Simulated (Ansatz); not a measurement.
**AlN, pressure series**

Base system: AlN in the wurtzite structure (space group P6_3mc, No. 186; a = 3.1067 Å, c = 4.9785 Å).

Cell and atoms are relaxed at each pressure.

All numbers come from Ansatz (an electronic-structure program), r2SCAN, PAW, cutoff 500 eV, spin-orbit coupling left out.

Candidates:
(a) pressure 0.9 GPa
(b) pressure 15 GPa
(c) pressure 4.5 GPa
(d) pressure 22.5 GPa

Before the change:

```
Property    Value
--------  -------
Band gap  4.88 eV
```

Order them by band gap, highest first.

(d) pressure 22.5 GPa (5.68 eV), (b) pressure 15 GPa (5.44 eV), (c) pressure 4.5 GPa (5.06 eV), (a) pressure 0.9 GPa (4.92 eV)

Load acts through the strain it causes; cell and atoms are relaxed under it. Whether these cells are dynamically stable was not tested. Measured, AlN leaves this structure (for rock salt) near 14 GPa (temperature not stated; as listed in Datta, Sujoy, Jana, Debnarayan, arXiv (2020)), on rising pressure, with hysteresis.
